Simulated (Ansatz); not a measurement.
**Short convergence ladders for CaGa2 (P3m1, 6 atoms in the cell)**

```xyz
6
Lattice="4.4655 0.0000 0.0000 -2.2327 3.8672 0.0000 0.0000 0.0000 7.4246" Properties=species:S:1:pos:R:3 pbc="T T T"
Ca     0.0000     0.0000     1.9061
Ca     0.0000     0.0000     5.5684
Ga     0.0000     2.5781     0.3158
Ga     2.2327     1.2891     7.1088
Ga     2.2327     1.2891     4.0281
Ga     0.0000     2.5781     3.3965
```

Base method: LDA (PW92), default PAW files made with PBE (plane waves; Ansatz, an electronic-structure program).

Base settings: basis.ecutwfc = 420 eV; kpoints.mp_grid.grid = 8 8 4; hamiltonian.xc = lda; hamiltonian.pseudopotentials = {kind: paw} (the program's default PAW files); scf.occupations.method = fermi_dirac; scf.occupations.width = 0.1 eV.

The count of work is k-points × plane waves × bands × iterations; it is no time. Core times come from one kind of shared machine, to one figure; runs under 30 s give none.

**The k-point mesh at a smearing width of 0.02 eV**

In this ladder: scf.occupations.width = 0.02 eV.

Only quantities that move along the ladder and can be compared are tabulated.

| kpoints.mp_grid.grid | free energy less the last step's (meV/atom) | pressure (GPa) | largest difference of a force vector from the last step's (eV/Å) | count of work / last | core time / last (rough) |
|---|---|---|---|---|---|
| 3 3 2 | 80.37 | -4.47 | 0.023 | 0.011 | – |
| 4 4 2 | 6.27 | -4.73 | 0.019 | 0.015 | – |
| 5 5 3 | 11.28 | -4.52 | 0.014 | 0.022 | – |
| 6 6 4 | 2.00 | -4.50 | 0.015 | 0.056 | – |
| 8 8 4 | -0.38 | -4.42 | 0.039 | 0.082 | – |
| 11 11 6 | -0.32 | -4.38 | 0.004 | 0.20 | 0.2 |
| 17 17 9 | -0.06 | -4.39 | 0.004 | 0.61 | 0.7 |
| 20 20 11 | 0.00 | -4.39 | 0.000 | 1.0 | 1 |

Coarsest kpoints.mp_grid.grid that holds the free energy within 1 meV/atom of the last step, with all finer ones: 8 8 4, at 0.082 of the last step's count of work; the step before is off by 2.0 meV/atom.

Coarsest kpoints.mp_grid.grid that holds the pressure within 0.05 GPa of the last step, with all finer ones: 8 8 4, at 0.082 of the last step's count of work; the step before is off by 0.10 GPa.

Coarsest kpoints.mp_grid.grid that holds the forces within 0.01 eV/Å of the last step, with all finer ones: 11 11 6, at 0.20 of the last step's count of work and about 0.2 of the last step's time; the step before is off by 0.039 eV/Å.

**The width of Fermi-Dirac smearing**

In this ladder: kpoints.mp_grid.grid = 13 13 7.

Narrow widths need finer meshes than wide ones, so the last steps can hold mesh noise.

Only quantities that move along the ladder and can be compared are tabulated; pressure and forces are left out, as mesh noise rules them at narrow widths.

```csv
scf.occupations.width,free energy less the last step's (meV/atom),energy extrapolated to zero width less the last step's (meV/atom),core time / last (rough)
1 eV,-677.76,83.29,1
0.5 eV,-128.60,34.59,0.8
0.3 eV,-33.61,10.84,0.7
0.2 eV,-11.39,3.13,0.7
0.1 eV,-1.78,0.23,0.8
0.05 eV,0.00,0.00,1
```

Widest scf.occupations.width that holds the energy extrapolated to zero width within 2 meV/atom of the last step, with all finer ones: 0.1 eV; the step before is off by 3.1 meV/atom.

Widest scf.occupations.width that holds the free energy within 5 meV/atom of the last step, with all finer ones: 0.1 eV; the step before is off by 11 meV/atom.

The extrapolation to zero width removes most of the smearing's effect on the energy.

**The width of cold smearing**

In this ladder: kpoints.mp_grid.grid = 13 13 7; scf.occupations.method = cold.

Narrow widths need finer meshes than wide ones, so the last steps can hold mesh noise.

Only quantities that move along the ladder and can be compared are tabulated; pressure and forces are left out, as mesh noise rules them at narrow widths.

| scf.occupations.width | free energy less the last step's (meV/atom) | core time / last (rough) |
|---|---|---|
| 0.5 eV | 2.99 | 1 |
| 0.3 eV | 0.03 | 1.0 |
| 0.2 eV | -0.04 | 1 |
| 0.1 eV | 0.00 | 1 |

Widest scf.occupations.width that holds the free energy within 1 meV/atom of the last step, with all finer ones: 0.3 eV; the step before is off by 3.0 meV/atom.

On the base run: the starting cell comes from a database of computed structures (which also holds hypothetical and non-ambient phases and stackings), without a prior relaxation at this level. Its lattice was rescaled by up to half a per cent. One atom was moved a little off its site on purpose. In the base run, with a pressure of about -4 GPa the cell is away from its equilibrium volume at this level. Ansatz's pressure includes its estimate of the finite-basis (Pulay) stress.

Left out of this page: 4 runs of the series outside the window shown, repeating another row's setting, or not comparable; 1 run of the series unsound by tests on forces, stress, charge or solver warnings.

Keys are those of Ansatz 0.2.
